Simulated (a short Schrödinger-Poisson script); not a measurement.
From a short Schrödinger-Poisson script (our own, NumPy): one-band effective-mass equation with BenDaniel-Duke matching, electrons, heavy and light holes apart, hard walls at the outer ends, one valence edge for both holes (no strain splitting), no charge, excitons, band mixing or non-parabolicity; under a field the levels are quasi-bound states of a box, listed while three quarters of their weight lies within 4 nm of the wells.

System: single In0.53Ga0.47As/InP quantum well.

From the first side: 20 nm InP; 6 nm In0.53Ga0.47As; 20 nm InP.

Constants are typed, rounded textbook-type inputs, not results; the design itself was drawn at random and stands for no fabricated device. In0.53Ga0.47As: direct gap (eV) 0.74, conduction-band edge (eV) 0, electron mass (mₑ) 0.041, heavy-hole mass 0.38, light-hole mass 0.052. InP: direct gap (eV) 1.344, conduction-band edge (eV) 0.25, electron mass (mₑ) 0.08, heavy-hole mass 0.53, light-hole mass 0.12.

The valence-band edge of each layer lies one gap below its conduction-band edge. The electron's potential energy rises along the stack by the applied field. Mesh 0.03 nm at interfaces.

Problem. Give the shift of e1-hh1 at 63.8 kV/cm (meV); the e1 above the well's band edge (meV); the hh1 − lh1 (meV).

Solution. shift of e1-hh1 at 63.8 kV/cm (meV): -2.1; e1 above the well's band edge (meV): 72.9; hh1 − lh1 (meV): 51.0. Parabolic bands overrate the confinement in so narrow a well of a small-gap material. Excitons are left out, and strain enters only through the typed gaps and offsets, so measured lines lie elsewhere.
